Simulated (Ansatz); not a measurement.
**MgTe: stress against strain**

MgTe (wurtzite, P6_3mc, 33.389 Å³/atom at rest, c along z) under a strain ε along c (axis z), the other axes held. PBEsol in Ansatz, a plane-wave DFT program (PAW, default set), 420 eV, 8×8×5 Γ-centred mesh, Fermi-Dirac smearing 0.05 eV; ions are relaxed within the symmetry of each cell. Stress is positive for a compressed cell.

Here s stands for strain and y for stress zz.

```
strain (%)  stress zz (GPa)
----------  ---------------
-3.00                     ?
-1.20                  0.67
-0.60                  0.33
0.00                  -0.01
0.60                  -0.34
1.20                  -0.67
```

The 5 complete rows are fitted with a straight line, y against s. Means: s 0, y -0.004. About the means, the sum of products is -2.0100 and the sum of squares of s is 3.6000; the slope is their ratio. Least squares gives y = -0.004 - 0.5583·s. Residuals (row less fit): 0.004, -0.001, -0.006, -0.001, 0.004; standard error 0.005 (degrees of freedom: 3). The slope gives the elastic constant C33 = 56 ± 0.3 GPa.

**Question.** Predict the withheld y at s = -3.00 from the fit, and compare with the calculation.

**Answer.** y = -0.004 - 0.5583 × (-3.0) = 1.671 GPa. The calculation gives 1.68 GPa, 0.009 GPa above the prediction (0.4 % of the range of y in the table). The row lies outside the fitted rows, so this is an extrapolation. The fitted rows scatter only by rounding.

Rows are the converged runs of the series near zero and its far end; series whose fitted rows scatter by over a few per cent of the range, as at a crossing or softening among them, aren't shown in this form. Most that stay on the fit to the last digits aren't either.
